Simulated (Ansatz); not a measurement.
Cubic perovskite SrVO₃: PBE at its full settings (plane-wave cutoff 520 eV, 14×14×14 k mesh, Fermi–Dirac smearing 0.05 eV, no spin polarisation, scalar-relativistic PAW data made under PBE) and at cheaper ones, in a cell of 5 atoms with Γ-centred meshes.

| level and setting | lattice parameter a (Å) | bulk modulus B0 (GPa) |
|---|---|---|
| PBE (Ansatz) | 3.858 | 181 |
| PBE (Γ point alone) (Ansatz) | 4.303 | 78.5 |
| PBE (2×2×2 k mesh) (Ansatz) | 3.862 | 181 |
| PBE (4×4×4 k mesh) (Ansatz) | 3.862 | 180 |
| PBE (6×6×6 k mesh) (Ansatz) | 3.858 | 181 |
| PBE (Fermi-Dirac smearing of 0.3 eV) (Ansatz) | 3.865 | 176 |

Largest shifts from the full settings: lattice constant a +11.5 % (PBE (Γ point alone)), against a difference of +0.42 % of the full result from the reference 3.842 Å (measured, temperature not stated, no zero-point or thermal correction; as tabulated in Marks et al. (2021), arXiv:2103.05797); bulk modulus -57 % (PBE (Γ point alone)).

Caveats: the relaxation could not lower the start's symmetry, so the cell can be a saddle point above a distorted one (PBE, PBE (Γ point alone), PBE (2×2×2 k mesh), PBE (4×4×4 k mesh), PBE (6×6×6 k mesh), PBE (Fermi-Dirac smearing of 0.3 eV)). Ansatz's density-functional and Hartree–Fock values are scalar-relativistic unless marked +SOC, with PAW data made under PBE.

Run with cheap settings on purpose, which may leave them unconverged: PBE (2×2×2 k mesh), PBE (4×4×4 k mesh), PBE (6×6×6 k mesh), PBE (Fermi-Dirac smearing of 0.3 eV), PBE (Γ point alone).

Ansatz is a first-principles code.
